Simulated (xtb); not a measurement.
xtb 6.7.1, GFN1-xTB: Sb(Me)3 anion ([CH3][Sb]([CH3])[CH3]), charge -1, multiplicity 2, 13 atoms. The geometry is a generated start, not checked to be a minimum at this level.

```json
{
 "method": "GFN1-xTB",
 "--acc": "1 (default)",
 "--etemp (K)": "300 (default)",
 "detailed input (--input)": "none: ANC optimiser, Lindh (1995) Hessian, microcycle=20, maxdispl=1.0, hlow=0.01 (default)",
 "basis_functions": "40",
 "valence_electrons": "27"
}
```

```xyz
13

Sb     0.0070    -0.0016     1.2248
C      0.2155    -1.8257     0.0550
H      0.2500    -2.6923     0.7044
H      1.1337    -1.7801    -0.5193
H     -0.6272    -1.9257    -0.6193
C      1.4541     1.0828     0.0252
H      2.4366     0.6406     0.1491
H      1.4942     2.1194     0.3400
H      1.1673     1.0353    -1.0212
C     -1.6700     0.7408     0.0617
H     -2.6046     0.3985     0.4971
H     -1.5965     0.3798    -0.9600
H     -1.6600     1.8283     0.0625
```

Charge -1 and multiplicity 2 are set for this test and not shown to be the ground state. GFN-xTB has no spin term: --uhf 1 sets the occupations alone.

The structure is relaxed from this start with --opt LEVEL for the levels crude, sloppy, loose, lax, normal, tight, vtight, extreme, once each. Up to the end of the extreme run atoms move by at most 0.68 Å along an axis.

### Question
What is the loosest level that ends within 1 meV of the extreme run, and how many cycles does it take?

### Answer
normal: 39 cycles against 67, ending 0.39 meV above.

```tsv
level	cycles	energy above the extreme run (meV)	gradient norm (eV/Å)
crude	7	34	0.16
sloppy	9	28	0.16
loose	14	17	0.14
lax	24	6.4	0.061
normal	39	0.39	0.026
tight	44	0.21	0.019
vtight	62	under 0.01	0.0011
extreme	67	—	0.00086
```
